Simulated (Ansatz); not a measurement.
CuI under a change: biaxial strain −2.08 %, plane normal [111], relaxed out of plane

The parent structure is CuI in the zinc blende structure (space group F-43m, No. 216; a = 5.8619 Å). Axes: x, y, z lie along the cube axes.

It is then changed as follows: compressive biaxial strain of 2.08 % in the plane normal to [111], as in epitaxy on a mismatched substrate; the out-of-plane cell vector and the atoms relax.

The values are results of DFT with LDA, PAW potentials and a 420 eV plane-wave cutoff in Ansatz (an electronic-structure program), without spin-orbit coupling, not measurements. k-mesh 10×10×10 (Γ-centred); smearing 0.05 eV (Fermi–Dirac).

```json
[
 {"quantity": "space group", "base": "F-43m (No. 216)", "changed": "R3m (No. 160)", "shift": "–"},
 {"quantity": "energy relative to the base (free energy F)", "base": "0 meV/atom", "changed": "+6.8 meV/atom", "shift": "+6.8 meV/atom"},
 {"quantity": "pressure (mean of the normal stresses, compression positive)", "base": "0.00 GPa", "changed": "1.41 GPa", "shift": "+1.41 GPa"},
 {"quantity": "band gap", "base": "1.22 eV", "changed": "1.24 eV", "shift": "+0.02 eV"},
 {"quantity": "gap character", "base": "direct at Γ", "changed": "direct at Γ", "shift": "–"},
 {"quantity": "electron mass", "base": "0.14 mₑ (at Γ)", "changed": "0.12 mₑ out of plane, 0.15 mₑ in plane (at Γ)", "shift": "–"},
 {"quantity": "valence-band top at Γ (three highest levels, from the VBM)", "base": "0.00, 0.00, 0.00 eV", "changed": "0.00, 0.00, -0.10 eV", "shift": "–"},
 {"quantity": "valley order (the lowest conduction-band minima on the path, energy above the VBM, named in the base's zone)", "base": "Γ 1.22 eV; L along ⟨111⟩ 2.12 eV; X along ⟨100⟩ 2.41 eV", "changed": "Γ 1.24 eV; L along [1-11] 2.01 eV; X along [100] 2.24 eV; L along [111] 2.41 eV", "shift": "–"},
 {"quantity": "out-of-plane strain", "base": "–", "changed": "+1.81 %", "shift": "–"},
 {"quantity": "ratio −ε⊥/ε∥", "base": "–", "changed": "0.87", "shift": "–"},
 {"quantity": "mean in-plane stress (compression positive)", "base": "–", "changed": "+2.1 GPa", "shift": "–"}
]
```

Final structure (turned so that z lies along the plane normal):

```xyz
2
Lattice="4.0588 0.0000 0.0000 2.0294 3.5150 0.0000 2.0294 -1.1717 3.4457" Properties=species:S:1:pos:R:3 pbc="T T T"
Cu     0.0000     0.0000     0.0321
I      4.0588     0.0000     2.5522
```

With I present, leaving out spin-orbit coupling can change the band edges. Masses are band curvatures over ±0.01 Å⁻¹ around the edge. Stability against distortions was not tested. All final runs are without spin polarisation. Labels are those of the standard path for the cell's own space group.
